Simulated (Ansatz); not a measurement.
**Effect of biaxial strain +0.83 %, plane normal [111], relaxed out of plane on Pt**

Consider Pt in the fcc (Cu type) structure (space group Fm-3m, No. 225; a = 3.8954 Å; relaxed with 0.1 eV smearing). Axes: x, y, z lie along the cube axes.

It is then changed as follows: tensile biaxial strain of 0.83 % in the plane normal to [111], as in epitaxy on a mismatched substrate; the out-of-plane cell vector and the atoms relax.

Calculations: LDA in Ansatz (plane waves to 420 eV, PAW, no SOC). Γ-centred 29×29×29 mesh, Fermi–Dirac width 0.1 eV.

```json
[
 {"quantity": "volume per atom", "base": "14.78 Å³", "changed": "14.88 Å³", "shift": "+0.106 Å³"},
 {"quantity": "space group", "base": "Fm-3m (No. 225)", "changed": "R-3m (No. 166)", "shift": "–"},
 {"quantity": "shortest interatomic distance", "base": "2.754 Å", "changed": "2.745 Å", "shift": "-0.009 Å"},
 {"quantity": "energy relative to the base (free energy F)", "base": "0 meV/atom", "changed": "+2.4 meV/atom", "shift": "+2.4 meV/atom"},
 {"quantity": "pressure (mean of the normal stresses, compression positive)", "base": "0.0 GPa", "changed": "-2.1 GPa", "shift": "-2.1 GPa"},
 {"quantity": "band gap", "base": "zero", "changed": "zero", "shift": "–"},
 {"quantity": "out-of-plane strain", "base": "–", "changed": "-0.93 %", "shift": "–"},
 {"quantity": "ratio −ε⊥/ε∥", "base": "–", "changed": "1.12", "shift": "–"}
]
```

Final structure (turned so that z lies along the plane normal):

```xyz
1
Lattice="2.7773 0.0000 0.0000 1.3887 2.4052 0.0000 1.3887 -0.8017 2.2280" Properties=species:S:1:pos:R:3 pbc="T T T"
Pt     0.0000     0.0000     0.0000
```

Stability against distortions was not tested. All final runs are without spin polarisation.

Ansatz is an electronic-structure program.
